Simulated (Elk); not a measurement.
Elk run on HgSe (F-43m, 2 atoms in the cell): self-consistent single point.

Method: PBE, spin-orbit coupling in second variation, all-electron FP-LAPW, Elk's shipped species files, LAPW+lo basis run with Elk 10.2.4.

```yaml
crystal:
  lattice:
    - [0.00000, 2.99106, 2.99106]
    - [2.99106, 0.00000, 2.99106]
    - [2.99106, 2.99106, 0.00000]
  atoms:
    - { symbol: Hg, position: [0.00000, 0.00000, 0.00000] }
    - { symbol: Se, position: [0.25000, 0.25000, 0.25000] }
```

Reference input (self-consistent single point, DFT, PBE, all-electron FP-LAPW, Elk's shipped species files, LAPW+lo basis): xctype = 20; rgkmax = 8; stype = 3; swidth = 0.000734986 Ha; ngridk = 8 8 8; gmaxvr = 14 1/bohr; nxoapwlo = 1; rmtscf = 0.88. This run's input differs from it in these lines:

```diff
@@ -5,2 +5,5 @@
   20
+
+spinorb
+  .true.
 
@@ -17,2 +20,8 @@
   0.88
+
+lmaxi
+  3
+
+nempty
+  10
```

Log, with long lists cut:

```
│ Self-consistent loop started │
│ Loop number : 1 │
 total energy                :     -22091.0667715
 total moment                :   0.2948641950E-19 -0.7629978509E-19  0.1069445175E-18
│ Loop number : 2 │
 total energy                :     -22091.3738023
 total moment                :  -0.1760832278E-18 -0.1524582057E-18  0.3666972822E-19
RMS change in Kohn-Sham potential (target) :   0.1311171648     (  0.1000000000E-05)
Absolute change in total energy (target)   :   0.3070308173     (  0.1000000000E-03)
│ Loop number : 3 │
 total energy                :     -22091.6953936
   [... lines left out ...]
 total energy                :     -22092.2998928
 total moment                :   0.1368697170E-18  0.2169620751E-18 -0.3638785781E-19
RMS change in Kohn-Sham potential (target) :   0.1309633514E-05 (  0.1000000000E-05)
Absolute change in total energy (target)   :   0.5605153638E-03 (  0.1000000000E-03)
│ Loop number : 13 │
 total energy                :     -22092.2999931
 total moment                :   0.2375984731E-19 -0.9417279564E-19  0.6413982562E-19
RMS change in Kohn-Sham potential (target) :   0.4691807956E-06 (  0.1000000000E-05)
Absolute change in total energy (target)   :   0.3988014214E-04 (  0.1000000000E-03)
Convergence targets achieved

│ Loop number : 14 │

Energies :
 Fermi                       :     0.191676024834
 xc effective B-field        :    -0.727439978562E-09
 external B-field            :      0.00000000000
 total energy                :     -22092.2999753
 (external B-field energy excluded from total)

Density of states at Fermi energy :    2.706189258
 (states/Hartree/unit cell)

Estimated indirect band gap :   0.2094179046E-01
 from k-point      1 to k-point      8
Estimated direct band gap   :   0.2539494651E-01
 at k-point      8

Charges :
 core                        :    80.00000000
 valence                     :    34.00000000
 interstitial                :    4.213113770
 muffin-tins (core leakage)
  species :    1 (Hg)
   atom    1                 :    78.17331117     (  0.4788082615E-03)
  species :    2 (Se)
   [... lines left out ...]
 muffin-tins
  species :    1 (Hg)
   atom    1                 :  -0.2705246112E-19 -0.4324905793E-19 -0.4954069339E-20
  species :    2 (Se)
   atom    1                 :   0.1703953996E-19  0.3659364470E-19  0.6868109263E-20
 total in muffin-tins        :  -0.1001292116E-19 -0.6655413231E-20  0.1914039924E-20
 total moment                :   0.4827216047E-19 -0.2942759069E-18 -0.3478941660E-20

│ Self-consistent loop stopped │
```

The run converged in 14 iterations. The count includes the last loop, which Elk runs after its targets are met. 

The starting cell has typed, rounded lattice constants, without a prior relaxation at this level. Its lattice was rescaled by a random factor within 2.5 % of one. Values depend on the basis (sphere radii, cutoffs, local orbitals), which need not be converged. The run gives no clean gap (levels at the Fermi energy touch, overlap or are partly filled at this smearing), which alone does not show that the compound is a metal. The log's line on a gap gives a spacing of levels on this mesh, which the program prints for metals too.

Cost on one core of a shared machine: roughly 80 s.
